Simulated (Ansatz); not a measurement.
**Pressure series in CdTe**

Take CdTe in the zinc blende structure (space group F-43m, No. 216; a = 6.6180 Å) as the base.

Cell and atoms are relaxed at each pressure.

The values are results of PBE (Ansatz, a quantum-chemistry and plane-wave program), no SOC, not measurements.

Notes on the quantities. hole mass: degenerate bands, along [100].

| change | hole mass | width of the top valence band | lattice parameter a | electron mass |
|---|---|---|---|---|
| base | 0.054, 0.57, 0.57 mₑ (at Γ) | 1.94 eV | 6.618 Å | 0.053 mₑ (at Γ) |
| pressure −2 GPa | 0.040, 0.64, 0.64 mₑ (at Γ) | 1.70 eV | 6.768 Å | 0.039 mₑ (at Γ) |
| pressure −1 GPa | 0.047, 0.60, 0.60 mₑ (at Γ) | 1.82 eV | 6.687 Å | 0.047 mₑ (at Γ) |
| pressure 0.9 GPa | ___ | ___ | ___ | ___ |
| pressure 2.1 GPa | 0.064, 0.53, 0.53 mₑ (at Γ) | 2.15 eV | 6.503 Å | 0.063 mₑ (at Γ) |
| pressure 4.5 GPa | 0.072, 0.49, 0.49 mₑ (at Γ) | 2.35 eV | 6.400 Å | 0.071 mₑ (at Γ) |
| pressure 9 GPa | 0.083, 0.43, 0.43 mₑ (at Γ) | 2.69 eV | 6.252 Å | 0.082 mₑ (at Γ) |
| pressure 15 GPa | 0.094, 0.38, 0.38 mₑ (at Γ) | 3.06 eV | 6.108 Å | 0.092 mₑ (at Γ) |
| pressure 22.5 GPa | 0.10, 0.34, 0.34 mₑ (at Γ) | 3.46 eV | 5.973 Å | 0.10 mₑ (at Γ) |
| pressure 30 GPa | 0.11, 0.31, 0.31 mₑ (at Γ) | 3.77 eV | 5.868 Å | 0.11 mₑ (at Γ) |

Problem. Complete the table.

Solution. 
- pressure 0.9 GPa, hole mass: 0.058, 0.55, 0.55 mₑ (at Γ)
- pressure 0.9 GPa, width of the top valence band: 2.03 eV
- pressure 0.9 GPa, lattice parameter a: 6.566 Å
- pressure 0.9 GPa, electron mass: 0.057 mₑ (at Γ)

With Te present, leaving out spin-orbit coupling can change the band edges. The levels and masses belong to the bands next to the band gap. Load acts through the strain it causes; cell and atoms are relaxed under it. Masses are band curvatures over ±0.01 Å⁻¹ around the edge. Stability against distortions was not tested. Measured, CdTe leaves this structure (for cinnabar) near 3.53 GPa (temperature not stated; as listed in Datta, Sujoy, Jana, Debnarayan, arXiv (2020)), on rising pressure, with hysteresis.
